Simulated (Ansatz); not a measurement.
# Pressure series in hypothetical I4_132 Ge

The reference is Ge (space group I4_132, No. 214; a = 6.922 Å; a hypothetical phase, not in the database extracts checked).

Cell and atoms are relaxed at each pressure.

Method: PBE, PAW, 420 eV (Ansatz, a first-principles code; without spin-orbit coupling).

Notes on the quantities. enthalpy: H = E + PV relative to the base's energy.

| case | lattice parameter a | enthalpy |
|---|---|---|
| base | 6.922 Å | – |
| pressure −2 GPa | 7.206 Å | -0.55 eV/atom |
| pressure −1 GPa | 7.040 Å | -0.26 eV/atom |
| pressure 0.3 GPa | 6.891 Å | +0.08 eV/atom |
| pressure 0.7 GPa | 6.854 Å | +0.18 eV/atom |
| pressure 1.5 GPa | 6.787 Å | +0.38 eV/atom |
| pressure 3 GPa | 6.684 Å | +0.73 eV/atom |
| pressure 5 GPa | ___ | +1.19 eV/atom |
| pressure 7.5 GPa | 6.465 Å | +1.73 eV/atom |
| pressure 10 GPa | 6.374 Å | +2.24 eV/atom |

Task: What belongs in the blanks?

Result: 
- pressure 5 GPa, lattice parameter a: 6.574 Å

Load acts through the strain it causes; cell and atoms are relaxed under it. Whether these cells are dynamically stable was not tested. Competing high-pressure phases were not computed.
